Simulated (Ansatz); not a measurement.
Quartz-high SiO2 (high-temperature phase) was calculated with r²SCAN (Ansatz, a first-principles code, PAW).

Numerical settings: plane-wave cutoff 560 eV, 12×12×6 k mesh (along the axes of the cell as run), Fermi–Dirac smearing 0.01 eV, scalar-relativistic PAW data made under PBE.

Computed at the level's own relaxed cell.

### Question
What does this level give for the band gap, smallest direct gap on the k points sampled, equilibrium lattice constant a and lattice parameter c?

### Answer

- band gap: 6.30 eV (indirect)
- smallest direct gap on the k points sampled: 6.49 eV
- equilibrium lattice constant a: 5.060 Å
- lattice parameter c: 5.541 Å

Note: symmetry holds this phase in the static calculation, where it need not be a minimum; held by symmetry at 0 K, a high-temperature phase can be a saddle point.

The computed numbers hold no vibrational or temperature effects.
